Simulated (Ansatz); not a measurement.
System: CaC₂ (I4/mmm, No. 139, 3 atoms in the cell; start mp-2482). Method: r²SCAN+rVV10 (PAW; Ansatz, a quantum-chemistry and plane-wave program).

Run with plane-wave cutoff 500 eV, 14×14×14 k mesh, Fermi–Dirac smearing 0.05 eV, scalar-relativistic PAW data made under PBE.

Cell (relaxed at this level):

```xyz
3
Lattice="-1.9226 1.9226 3.1902 1.9226 -1.9226 3.1902 1.9226 1.9226 -3.1902" Properties=species:S:1:pos:R:3 pbc="T T T"
Ca     0.0000     0.0000     0.0000
C      0.0000     0.0000     3.8164
C      0.0000     0.0000     2.5640
```

Q: What does this level give for the band gap?

A: 
- band gap: 1.56 eV (on the SCF k mesh)

Note: the relaxation could not lower the start's symmetry, so the cell can be a saddle point above a distorted one.

Static lattice: no zero-point or thermal effects.

The result took around 2.3 core-minutes (rough).

A start named mp-… is a Materials Project structure, which need not be a measured phase.
